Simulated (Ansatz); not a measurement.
# Response to strain in LaGaO3

Consider LaGaO$_{3}$ (space group R-3c, No. 167; a = 5.523 Å, c = 13.273 Å (hexagonal axes)). Axes: x lies along a and z along c of the hexagonal cell.

Strains are applied to the cell and any free atomic positions relax; under biaxial strain the out-of-plane vector relaxes too.

The values are results of PBEsol, PAW, 420 eV (Ansatz, a first-principles code; no SOC), not measurements.

Notes on the quantities. energy relative to the base: free energy F; pressure: mean of the normal stresses, compression positive.

```json
[
 {"case": "base", "band gap": "3.70 eV", "energy relative to the base": "0 meV/atom", "pressure": "0.00 GPa", "shortest interatomic distance": "1.974 Å"},
 {"case": "biaxial strain −2.79 %, plane normal [001], relaxed out of plane", "band gap": "___", "energy relative to the base": "+22 meV/atom", "pressure": "___", "shortest interatomic distance": "1.942 Å"},
 {"case": "biaxial strain +0.69 %, plane normal [001], relaxed out of plane", "band gap": "3.57 eV", "energy relative to the base": "+1.3 meV/atom", "pressure": "-1.68 GPa", "shortest interatomic distance": "1.982 Å"},
 {"case": "uniaxial strain ε_zz = −2.55 %", "band gap": "3.90 eV", "energy relative to the base": "+7.8 meV/atom", "pressure": "4.87 GPa", "shortest interatomic distance": "___"},
 {"case": "uniaxial strain ε_zz = +3.36 %", "band gap": "3.37 eV", "energy relative to the base": "+12 meV/atom", "pressure": "-5.27 GPa", "shortest interatomic distance": "___"}
]
```

Complete the table.


- biaxial strain −2.79 %, plane normal [001], relaxed out of plane, band gap: 4.13 eV
- biaxial strain −2.79 %, plane normal [001], relaxed out of plane, pressure: 7.49 GPa
- uniaxial strain ε_zz = −2.55 %, shortest interatomic distance: 1.958 Å
- uniaxial strain ε_zz = +3.36 %, shortest interatomic distance: 1.995 Å

No phonon test of stability was made.
